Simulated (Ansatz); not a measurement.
Results of r²SCAN0 (Ansatz, a first-principles code, PAW) for LiF (P6₃mc, No. 186, 4 atoms in the cell; start mp-1185301; a measured phase of this formula has another space group).

Settings: plane-wave cutoff 520 eV, 9×9×6 k mesh (along the axes of the cell as run), Fermi–Dirac smearing 0.01 eV, scalar-relativistic PAW data made under PBE.

Cell (relaxed with PBEsol):

```
LiF
1.0
    3.09623     0.00000     0.00000
   -1.54812     2.68141     0.00000
    0.00000     0.00000     4.81213
Li F
2 2
Direct
  0.33333   0.66667   0.38232
  0.66667   0.33333   0.88232
  0.33333   0.66667   0.99267
  0.66667   0.33333   0.49267
```

Problem. Predict the band gap.

Solution. 
band gap: 11.14 eV (on the SCF k mesh)

Note: cell and atoms aren't relaxed at this level (pressure -2.0 GPa).

Static lattice: no zero-point or thermal effects.

It cost very roughly 2.8 core-minutes of CPU time.

A start named mp-… is a Materials Project structure, which need not be a measured phase.
